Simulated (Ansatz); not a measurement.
```yaml
crystal:
  lattice:
    - [-2.17843, 2.17843, 1.24740]
    - [2.17843, -2.17843, 1.24740]
    - [2.17843, 2.17843, -1.24740]
  atoms:
    - { symbol: C, position: [0.18029, 0.18029, 0.36057] }
    - { symbol: C, position: [0.18029, 0.81971, 0.00000] }
    - { symbol: C, position: [0.81971, 0.18029, 0.00000] }
    - { symbol: C, position: [0.81971, 0.81971, 0.63943] }
```

No spin polarisation.

Calculations: PBEsol (Ansatz, a program for electronic structure), no spin-orbit coupling. Γ-centred 15×15×15 mesh, Fermi–Dirac width 0.05 eV.

### Question
What is the computed electron mass?

### Answer
0.50 mₑ along k, 0.35 mₑ across (off the special points).

### Question
What smallest direct gap does the calculation give?

### Answer
4.57 eV.

### Question
Estimate the band gap.

### Answer
2.27 eV.

Load acts through the strain it causes; cell and atoms are relaxed under it. Masses are band curvatures over ±0.01 Å⁻¹ around the edge. Along k means along the line from Γ to the band edge. Stability under load was not tested beyond the relaxation. The cell was made from C (space group I4/mmm, No. 139; a model cell, its experimental status unchecked) by this change: uniaxial stress, 2 GPa compression along z. This is not the structure that C has at room temperature and ambient pressure.
